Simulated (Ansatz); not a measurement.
The starting structures come from a database of crystals and need not be the phases stable at ambient conditions.

By PBEsol, the system below comes out a metal.

The ballistic (Sharvin) conductance counts the channels at the Fermi level: G/A = (e²/h) × channels of both spins per area.

```
CELL_PARAMETERS angstrom
      4.20714     0.00000     0.00000
      0.00000     5.18896     0.00000
      2.10357     0.00000     3.64349
ATOMIC_POSITIONS crystal
  Al 0.00000 0.00000 0.00000
  Al 0.33333 0.35317 0.33333
  Al 0.66667 0.64683 0.66667
  Pt 0.33333 0.83387 0.33333
  Pt 0.66667 0.16613 0.66667
```

Space group of this cell: P-3m1. The cell is taken as given.

The current flows along the normal of the first two printed cell vectors, the (100) plane of the conventional cell. No spin-orbit coupling; the value is a mean over 0.1 eV about the Fermi level.

### Question
State the ballistic conductance per area according to PBEsol run with Ansatz (a quantum-chemistry and plane-wave program).

### Answer
0.49 × 10¹⁵ S/m² for both spins.
